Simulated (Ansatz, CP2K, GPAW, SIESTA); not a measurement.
# One structure in several programs: BaTiO₃ (Pm-3m, 5 atoms in the cell)

Band-structure calculation.

```xyz
5
Lattice="4.0000 0.0000 0.0000 0.0000 4.0000 0.0000 0.0000 0.0000 4.0000" Properties=species:S:1:pos:R:3 pbc="T T T"
Ba     0.0000     0.0000     0.0000
Ti     2.0000     2.0000     2.0000
O      2.0000     0.0000     2.0000
O      0.0000     2.0000     2.0000
O      2.0000     2.0000     0.0000
```

Shared settings, as Ansatz (a quantum-chemistry and plane-wave program) writes them: kpoints.mp_grid.grid = 7 7 7; scf.occupations.method = fermi_dirac; scf.occupations.width = 0.01 eV. Potentials and cutoffs stand in the table.

```csv
code,model,gap along the path (eV),smallest direct gap (eV),cutoff
SIESTA,"GGA PBE, numerical atomic orbitals DZP, PseudoDojo PBE standard norm-conserving potentials (rewritten from UPF to PSML)",1.75,1.90,grid 400 Ry
CP2K,"PBE, GPW, DZVP-MOLOPT-SR-GTH basis, GTH-PBE potentials (GTH_POTENTIALS)",1.68,1.85,grid 600 Ry
Ansatz,"PBE, default PAW files",1.81,1.92,420 eV
GPAW,"PBE, GPAW PAW datasets PBE (gpaw-data 1.0.1)",1.79,1.92,950 eV
```

The spread over the programs that give each value: gap along the path within 0.13 eV; smallest direct gap within 0.07 eV.

SIESTA and CP2K use small atom-centred bases, whose incompleteness enters pressures, forces and empty levels differently from a plane-wave cutoff.

The starting cell has typed, rounded lattice constants, without a prior relaxation at this level.

Left out of this page: Quantum ESPRESSO, Elk and FLEUR (not drawn, or without a comparable value); ABINIT (with a known weakness of the program).

Keys are those of Ansatz 0.2.
